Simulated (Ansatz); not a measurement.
Cell and atoms of amorphous Si$_{12}$B$_{24}$N$_{40}$:

```
B6N10Si3
1.0
    9.70708     0.00000     0.00000
    0.00000     9.70708     0.00000
    0.00000     0.00000     9.70708
Si B N
12 24 40
Cartesian
  9.63473   8.07207   7.78014
  7.00741   2.18130   0.33775
  9.03473   5.59030   5.92363
  4.70405   2.98421   1.21302
  9.49305   1.91968   0.43819
  4.78056   6.89332   0.48270
  6.57416   7.18424   2.82713
  5.82194   4.66980   5.44407
  8.23995   9.50209   2.11821
  5.77680   0.06446   4.13861
  1.20670   5.43021   7.59911
  2.28517   3.11266   2.18235
  0.76849   1.44385   2.75026
  0.79272   5.78191   0.84197
  3.77103   4.96635   6.31979
  7.84466   4.89701   4.12208
  3.48780   0.56637   7.33889
  6.58927   7.22409   5.47381
  3.46740   4.32388   3.69394
  2.46214   1.89802   9.45471
  7.37694   6.66202   9.25927
  8.79167   3.65886   8.11923
  5.66851   6.34953   7.59721
  3.21951   0.75477   3.38731
  6.01657   0.66225   6.63758
  0.70797   5.10120   3.34378
  8.45183   0.49983   6.32550
  1.25037   0.18316   6.39731
  7.07536   2.22115   5.08697
  2.07702   7.32135   9.27764
  4.68502   0.82561   8.93429
  7.12008   8.38331   7.53808
  7.08926   4.87775   1.41771
  8.51902   6.36444   1.86990
  8.43140   0.86709   3.97323
  1.75894   0.08914   9.00501
  8.14151   0.89459   0.76555
  7.87960   5.79457   0.58280
  9.37686   4.99981   4.36857
  5.87439   1.36861   5.38906
  1.22700   5.98635   9.29964
  0.49929   2.58691   1.83739
  3.01465   2.91923   0.53038
  4.03939   3.44129   2.67812
  2.52000   0.44251   6.35312
  6.29830   8.01759   4.36940
  9.53959   0.42052   3.14114
  7.26888   0.04878   7.03681
  3.37965   7.35465   9.55589
  9.66075   9.48150   6.66191
  9.39958   4.42280   7.23337
  4.90851   0.51187   7.53302
  1.11363   1.35036   9.24244
  6.99254   3.61304   4.70591
  0.25302   5.81558   2.08612
  7.18170   0.52997   3.26788
  8.39530   1.51855   5.28208
  3.18028   0.70962   8.87969
  8.37584   2.83813   9.07920
  4.17332   4.73674   4.88370
  2.04066   4.50380   3.27193
  5.93632   6.46970   9.01806
  7.42131   5.49274   2.77571
  2.14821   1.54534   3.09512
  8.06868   7.81397   2.13086
  5.39481   1.58012   0.19342
  8.05424   7.76058   8.48477
  6.19663   7.47805   6.85864
  5.14823   7.02207   2.04378
  1.25324   8.47036   8.85146
  4.29271   0.04288   3.41644
  0.33145   6.74478   6.75822
  7.31368   5.87601   5.35434
  2.53935   4.88956   6.91619
  6.37506   3.63473   1.08868
  5.14868   5.14542   6.96688
```

Methods: PBE, scalar-relativistic without spin-orbit coupling (Ansatz, an electronic-structure program); r2SCAN, scalar-relativistic without spin-orbit coupling (Ansatz); HSE06, scalar-relativistic without spin-orbit coupling (Ansatz). Neutral PBE cell, which sets geometry, pressure and energy: sampling: a 2×2×2 Γ-centred mesh; Fermi-Dirac width 0.02 eV; no spin polarisation. Exact exchange is cut at the faces of this 10 Å cell, which leaves hybrid gaps a finite-size error.

A CHGNet melt-quench gave the starting glass, which DFT then relaxed. N atoms were pushed apart under 1.9 Å during the dynamics, to hinder bonds among them. The hot cell started wider than the set density and was brought back towards it in steps. It is the lowest in DFT energy of 2 quenches. It is a model cell: composition and starting density were chosen by hand, and all elements were melted together. No dispersion term was used. The quench was far faster than any real one, so the model tends to hold more defects than a real film. One small periodic cell is one sample of the glass; other quenches scatter about these values. The volume was held where the preparation left it.

**Question.** Give the pressure, the energy against reference phases and the spacing of the highest filled and lowest empty levels.

**Answer.** 
```json
{
  "Pressure on a 2×2×2 Γ-centred mesh": "0.68 GPa",
  "Largest force and stress component on that mesh (the relaxation ran on the zone centre alone)": "0.07 eV/Å and 2.8 GPa",
  "Energy relative to bulk hexagonal BN (AA') + beta Si3N4 (lowest mix at this level among the phases computed, not always the ambient ones)": "534 meV/atom",
  "Level gap on a 2×2×2 Γ-centred mesh (PBE)": "2.54 eV",
  "Level gap at the zone centre (PBE)": "2.61 eV",
  "Level gap at the zone centre (r2SCAN)": "3.08 eV",
  "Level gap at the zone centre (HSE06)": "3.92 eV",
  "Distance between the nearest levels spread over more than a fifth of the atoms or a third of the atoms of their main element (six at least) (PBE, zone centre)": "3.11 eV"
}
```

**Question.** At PBE and the zone centre, how localised are the states just below and above the Fermi level (participation number: the atoms over which a state spreads)?

**Answer.** The highest filled state is spread over 3.2 atoms' worth, largest on N74, with weights by element (charge in smoothed Voronoi cells) N 0.85, Si 0.08, B 0.07. The lowest empty state is spread over 21.7 atoms' worth, largest on B32, with weights by element (charge in smoothed Voronoi cells) B 0.61, N 0.29, Si 0.10.

At PBE the levels at the filled edge of the gap are localised (band-tail or defect states), and the nearest spread-out levels lie 3.1 eV apart at the zone centre.

Neighbours within Si-Si 2.60 Å, Si-B 2.28 Å, Si-N 2.10 Å, B-B 1.97 Å, B-N 1.84 Å, N-N 1.70 Å count as bonded. Two cations that share two anions don't count as bonded, nor two that share one unless they lie closer than Si-Si 2.38 Å, Si-B 2.09 Å, B-B 1.80 Å.

A PBE run started with 1 μB on atoms that lack a bond or may hold spare charge lost its moments; other starts weren't tried.
